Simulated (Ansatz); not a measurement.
Consider ZnO in the wurtzite structure (space group P6_3mc, No. 186; a = 3.2795 Å, c = 5.2937 Å). Axes: x lies along a and z along c of the hexagonal cell.

Calculations: PBE in Ansatz (plane waves to 420 eV, PAW, without spin-orbit coupling).

Base values:

Electron mass: 0.14 mₑ (at Γ)
Pressure: 0.00 GPa
Band gap: 0.74 eV

Now apply this change: uniaxial strain ε_zz = +1.80 %, all other strain components held at zero; the atoms relax in the strained cell.

Problem. What does the calculation give for the electron mass after the change?

Solution. The electron mass becomes 0.13 mₑ (at Γ) (base: 0.14 mₑ (at Γ)).

Problem. How does this affect the energy relative to the base?

Solution. The energy goes up by 2.5 meV/atom.

Problem. How does this affect the pressure?

Solution. The pressure (mean of the normal stresses, compression positive) goes from zero to -2.23 GPa.

Problem. What does the calculation give for the band gap after the change?

Solution. The band gap drops by 0.05 eV (0.74 eV → 0.69 eV).

Effective masses come from finite differences of ±0.01 Å⁻¹. Whether these cells are dynamically stable was not tested.

Ansatz is an electronic-structure program.
